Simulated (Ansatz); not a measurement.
## Effect of isotropic strain −1.79 % on AlAs

The parent structure is AlAs in the zinc blende structure (space group F-43m, No. 216; a = 5.675 Å).

Perturbation: an isotropic linear strain of −1.79 %, atoms relaxed at fixed cell.

Calculations: PBEsol (Ansatz, a program for electronic structure, PAW, no spin-orbit coupling). Settings: 10×10×10 k-points, 0.05 eV Fermi–Dirac smearing.

The volume per atom shrinks by 1.20 Å³ (22.84 Å³ → 21.64 Å³) and the space group remains F-43m (No. 216). The energy goes up by 16 meV/atom and the band gap shrinks by 0.096 eV, from 1.34 eV to 1.25 eV. The gap character stays indirect, Γ → X and the smallest direct gap increases by 0.426 eV (1.91 eV → 2.33 eV). The mean gap deformation potential ΔEg/Δln V comes out as +1.8 eV and the width of the top valence band grows by 0.185 eV to 3.01 eV. The electron mass becomes 0.78 mₑ along k, 0.23 mₑ across (at X) (base: 0.87 mₑ along k, 0.24 mₑ across (at X)) and the hole mass (degenerate bands, along [100]) becomes 0.13, 0.46, 0.46 mₑ (at Γ) (base: 0.11, 0.48, 0.48 mₑ (at Γ)). The valley order (the lowest conduction-band minima on the path, energy above the VBM, named in the base's zone) goes from X along ⟨100⟩ 1.34 eV; Γ 1.91 eV; L along ⟨111⟩ 2.05 eV to X along ⟨100⟩ 1.25 eV; L along ⟨111⟩ 2.26 eV; Γ 2.33 eV.

Effective masses come from finite differences of ±0.01 Å⁻¹. Along k means along the line from Γ to the band edge. Gaps are Kohn–Sham eigenvalue differences; semilocal functionals usually give less than the measured gap. No phonon test of stability was made.
